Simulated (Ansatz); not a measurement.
## A computed series for BAs: response to strain

Consider BAs in the zinc blende structure (space group F-43m, No. 216; a = 4.7677 Å).

Strains are applied to the cell and any free atomic positions relax.

Computed with PBEsol (Ansatz, a quantum-chemistry and plane-wave program), scalar-relativistic without spin-orbit coupling, earlier PAW set.

Notes on the quantities. energy relative to the base: free energy F.

```tsv
isotropic strain (%)	energy relative to the base (meV/atom)
-3.18	59.6
-0.49	?
0	0.0
0.54	1.5
1.55	12.2
```

Q: Fit ΔE = Aε² + Bε³ (ε in %) to the rows shown and predict the withheld row.

A: Least squares on the printed values gives A = 5.34 and B = -0.17 meV/atom (largest residual 0.0 meV/atom); this predicts 1.3 meV/atom, and the run gives 1.3 meV/atom, in agreement.

Stability against distortions was not tested.
